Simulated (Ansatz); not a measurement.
SnS₂ (P-3m1), Ansatz (a first-principles code) with PBEsol+D3BJ, rigid bands: N_v = 1.24e20 cm⁻³ at 300 K and a hole conductivity mass of 0.261 mₑ along z (a = (3.63, 0.00, 0.00) Å; b = (-1.81, 3.14, 0.00) Å; c = (0.00, 0.00, 5.57) Å).

Q: For 1e16 holes per cm³ at 300 K, place the Fermi level, estimate the Seebeck coefficient of a parabolic band with constant τ, and give mobility and conductivity for τ = 50 fs.

A: The level lies k_BT ln(N_v/p) = 0.244 eV above the valence-band maximum. S ≈ +(k_B/e)[ln(N_v/p) + 5/2] = 1028 μV/K, against 996 μV/K from the full bands (mean over directions). μ = eτ/m = 337 cm²/(V·s) and σ = peμ = 0.540 S/cm. τ is assumed, not computed.

Band transport and this doping are assumed; polarons and phonon drag are left out. Spin-orbit coupling is left out; where it splits the top of the valence band, N_v and the p-type Seebeck coefficient come out somewhat high without it. Geometry: cell and atoms relaxed with PBEsol+D3(BJ).
